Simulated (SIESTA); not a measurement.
# SIESTA run on Ti (P6_3/mmc, 4 atoms in the cell): self-consistent single point

Level of theory: GGA PBE, numerical atomic orbitals TZP, PseudoDojo PBE standard norm-conserving potentials (rewritten from UPF to PSML) run with SIESTA.

This input was run:

```
# files in the folder: Ti.psml (PseudoDojo PBE standard)
SystemName  Ti
SystemLabel siesta

NumberOfAtoms                4
NumberOfSpecies              1
%block ChemicalSpeciesLabel
  1 22 Ti
%endblock ChemicalSpeciesLabel
LatticeConstant              2.921986 Ang
%block LatticeVectors
     1.000000000    0.000000000    0.000000000
    -0.500000000    0.866025710    0.000000000
     0.000000000    0.000000000    3.217506860
%endblock LatticeVectors
AtomicCoordinatesFormat      ScaledCartesian
%block AtomicCoordinatesAndAtomicSpecies
     0.000000000    0.000000000    0.000000000  1
     0.000000000    0.000000000    1.608753430  1
    -0.000000500    0.577350762    0.804376715  1
     0.500000500    0.288674948    2.413130145  1
%endblock AtomicCoordinatesAndAtomicSpecies

XC.functional                GGA
XC.authors                   PBE
PAO.BasisSize                TZP
PAO.EnergyShift              0.01 Ry
MeshCutoff                   350 Ry
%block kgrid.MonkhorstPack
    9   0   0  0.0
    0   9   0  0.0
    0   0   3  0.0
%endblock kgrid.MonkhorstPack
OccupationFunction           MP
OccupationMPOrder            0
ElectronicTemperature        2320.9 K

MaxSCFIterations             150
SCF.Mixer.Method             Pulay
SCF.Mixer.Weight             0.2
SCF.Mixer.History            6
SCF.DM.Tolerance             1.0E-04
Diag.ParallelOverK           true
WriteForces                  true
```

Log, with long lists cut:

```
reinit: Reading from file input.fdf

reinit: System Name: Ti
reinit: System Label: siesta

coor:   Atomic-coordinates input format  =     Cartesian coordinates
coor:                                          (in units of alat)

siesta: Atomic coordinates (Bohr) and species
siesta:      0.00000   0.00000   0.00000  1        1
siesta:      0.00000   0.00000   8.88314  1        2
siesta:     -0.00000   3.18799   4.44157  1        3
siesta:      2.76088   1.59399  13.32471  1        4

siesta: System type = bulk

initatomlists: Number of atoms, orbitals, and projectors:      4   100    72

siesta: ******************** Simulation parameters ****************************
redata: Spin configuration                          = none
redata: Time-Reversal Symmetry                      = T
redata: Number of Atomic Species                    =        1
redata: Mesh Cutoff                                 =   350.0000 Ry
redata: Net charge of the system                    =     0.0000 |e|
redata: Min. number of SCF Iter                     =        0
redata: Max. number of SCF Iter                     =      150
redata: SCF convergence failure will abort job
redata: SCF mix quantity                            = Hamiltonian
redata: Mix DM or H after convergence               =   F
redata: Recompute H after scf cycle                 =   F
redata: Mix DM in first SCF step                    =   T
redata: No kicks to SCF
redata: DM Mixing Weight for Kicks                  =     0.5000
redata: Require Harris convergence for SCF          =   F
redata: Harris energy tolerance for SCF             =     0.000100 eV
redata: Require DM convergence for SCF              =   T
redata: DM tolerance for SCF                        =     0.000100
redata: Require EDM convergence for SCF             =   F
redata: EDM tolerance for SCF                       =     0.001000 eV
redata: Require H convergence for SCF               =   T
redata: Hamiltonian tolerance for SCF               =     0.001000 eV
redata: Require (free) Energy convergence for SCF   =   F
redata: (free) Energy tolerance for SCF             =     0.000100 eV
redata: Using DFT-D3 dispersion                     =   F
redata: Using Saved Data (generic)                  =   F
redata: Method of Calculation                       = Diagonalization
redata: Electronic Temperature                      =  2320.9000 K
redata: Number of TDED substeps                     =        3
redata: Dynamics option                             = Single-point calculation
redata: Save all siesta data in one NC              =   F
redata: ***********************************************************************

%block SCF.Mixers
  Pulay
%endblock SCF.Mixers

%block SCF.Mixer.Pulay
  # Mixing method
  method pulay
  variant stable

  # Mixing options
  weight 0.2000
  weight.linear 0.2000
  history 6
%endblock SCF.Mixer.Pulay

DM_history_depth set to one: no extrapolation allowed by default for geometry relaxation
Size of DM history Fstack: 1
Total number of electrons:    48.000000
Total ionic charge:    48.000000

* ProcessorY, Blocksize:    1  64

* Orbital distribution balance (max,min):   100   100

 Kpoints in:          135 . Kpoints trimmed:          122

siesta: k-grid: Number of k-points = 122
siesta: k-points from Monkhorst-Pack grid
siesta: k-cutoff (effective) =    13.149 Ang
siesta: k-point supercell and displacements
siesta: k-grid:     9     0     0      0.000
siesta: k-grid:     0     9     0      0.000
siesta: k-grid:     0     0     3      0.000

diag: Algorithm                                     = D&C
diag: Parallel over k                               =   F
diag: Use parallel 2D distribution                  =   F
diag: Parallel block-size                           = 64
diag: Parallel distribution                         =     1 x     1
diag: Used triangular part                          = Lower
diag: Absolute tolerance                            =  0.100E-15
diag: Orthogonalization factor                      =  0.100E-05
diag: Memory factor                                 =  1.0000

superc: Internal auxiliary supercell:     7 x     7 x     3  =     147
superc: Number of atoms, orbitals, and projectors:    588  14700  10584

                        Single-point calculation

superc: Internal auxiliary supercell:     7 x     7 x     3  =     147
superc: Number of atoms, orbitals, and projectors:    588  14700  10584

outcell: Unit cell vectors (Ang):
        2.921986    0.000000    0.000000
       -1.460993    2.530515    0.000000
        0.000000    0.000000    9.401510

outcell: Cell vector modules (Ang)   :    2.921986    2.921987    9.401510
outcell: Cell angles (23,13,12) (deg):     90.0000     90.0000    120.0000
outcell: Cell volume (Ang**3)        :     69.5160
new_DM -- step:     1
Initializing Density Matrix...

Attempting to read DM from file... Failed...
DM filled with atomic data:

InitMesh: MESH = 30 x 30 x 108 = 97200
InitMesh: Mesh cutoff (required, used) =   350.000   364.716 Ry

stepf: Methfessel-Paxton step function
       Using Hermite-Gauss polynomials of order  0

        iscf     Eharris(eV)        E_KS(eV)     FreeEng(eV)     dDmax    Ef(eV) dHmax(eV)
   scf:    1    -6419.789622    -6453.766586    -6453.858468  1.540054 -4.602236  6.489048
   scf:    2    -6458.428144    -6456.355572    -6456.457308  0.165623 -5.076366  4.326142
   scf:    3    -6453.144519    -6456.136873    -6456.259111  0.174176 -5.658513  4.261761
   scf:    4    -6457.668083    -6457.776156    -6457.908877  0.086899 -5.768711  0.362442
   scf:    5    -6457.788553    -6457.783160    -6457.915161  0.003107 -5.756826  0.184465
   scf:    6    -6457.784713    -6457.786329    -6457.917210  0.007408 -5.742350  0.112537
   scf:    7    -6457.787273    -6457.786929    -6457.917814  0.001817 -5.746406  0.043039
   scf:    8    -6457.786807    -6457.786891    -6457.917914  0.001160 -5.750156  0.009931
   scf:    9    -6457.786840    -6457.786868    -6457.917920  0.000201 -5.750979  0.001613
   scf:   10    -6457.786875    -6457.786872    -6457.917920  0.000036 -5.751063  0.000458

SCF Convergence by DM+H criterion
max |DM_out - DM_in|         :     0.0000355724
max |H_out - H_in|      (eV) :     0.0004579684
SCF cycle converged after 10 iterations

Using DM_out to compute the final energy and forces

siesta: E_KS(eV) =            -6457.7869

siesta: E_KS - E_eggbox =     -6457.7869

siesta: Atomic forces (eV/Ang):
     1    0.000000   -0.000000   -0.000001
     2    0.000000   -0.000000    0.000001
     3    0.000022   -0.000014    0.000028
     4   -0.000022    0.000014   -0.000028
   Tot    0.000000    0.000000   -0.000000
   Max    0.000028
   Res    0.000016    sqrt( Sum f_i^2 / 3N )
   Max    0.000028    constrained

Stress tensor Voigt[x,y,z,yz,xz,xy] (kbar):       22.08       22.11       21.79       -0.00        0.00        0.03
(Free)E + p*V (eV/cell)    -6458.8722
Target enthalpy (eV/cell)    -6457.9179

siesta: Program's energy decomposition (eV):
siesta: Ebs     =     -1544.838558
siesta: Eions   =      9635.600252
siesta: Ena     =      1421.136470
siesta: Ekin    =      2562.265203
siesta: Enl     =        55.718912
siesta: Eso     =         0.000000
siesta: Edftu   =         0.000000
siesta: DEna    =        85.704111
siesta: DUscf   =         2.092327
siesta: DUext   =         0.000000
siesta: Ex      =      -883.061990
siesta: Ec      =       -66.041652
siesta: Exc     =      -949.103642
siesta: Eharris =     -6457.786875
siesta: Etot    =     -6457.786872
siesta: FreeEng =     -6457.917920

siesta: Stress tensor (static) (eV/Ang**3):
siesta:     0.013781    0.000017    0.000000
siesta:     0.000017    0.013800   -0.000000
siesta:     0.000000   -0.000000    0.013600

siesta: Cell volume =         69.515982 Ang**3

siesta: Pressure (static):
siesta:                Solid            Molecule  Units
siesta:          -0.00014950         -0.00014950  Ry/Bohr**3
siesta:          -0.01372683         -0.01372601  eV/Ang**3
siesta:         -21.99280697        -21.99149011  kBar
```

The run converged in 10 iterations.

The starting cell was generated: these elements placed on a structure prototype, without a prior relaxation; it need not be a known phase or ordering of this composition. Its lattice was rescaled by a random factor within 2.5 % of one. Spin polarisation is off. Values carry the incompleteness of an atom-centred basis.

Cost on one core of a shared machine: roughly 70 s.
